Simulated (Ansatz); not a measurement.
Consider an 8-atom supercell of C in the graphite type structure (space group P6_3/mmc, No. 194; a = 2.465 Å, c = 6.729 Å; layered, stacked along the Cartesian z axis) at its relaxed geometry.

(Cell as relaxed with PBE-D3(BJ).)

Levels (all Ansatz, an electronic-structure program, PAW, earlier PAW set): PBE-D3(BJ) (420 eV, no SOC); r2SCAN+rVV10 (500 eV, no spin-orbit coupling).

Each level relaxes its own structure.

The change: a neutral Li interstitial (started 1.81 Å from the nearest host atom), atoms relaxed at fixed cell, starting from a slightly rattled geometry.

| quantity | PBE-D3(BJ) | r2SCAN+rVV10 |
|---|---|---|
| pressure | 6.4 GPa | 8.9 GPa |
| largest displacement of a host atom from its site in the perfect cell | 0.73 Å | 0.72 Å |
| final site of the added atom | 12 C at 2.29 Å | 12 C at 2.29 Å |

PBE-D3(BJ)'s pressure lies 2.44 GPa below r2SCAN+rVV10's; the two agree on the final site of the added atom. Neither level is exact; r2SCAN+rVV10 is the comparison here, not a measurement.

In so small a cell the defect repeats every few ångströms: this is an ordered compound, not a dilute defect. A case with no gap was solved on a k-mesh chosen for an insulator, which is coarse for it. All final runs are without spin polarisation.
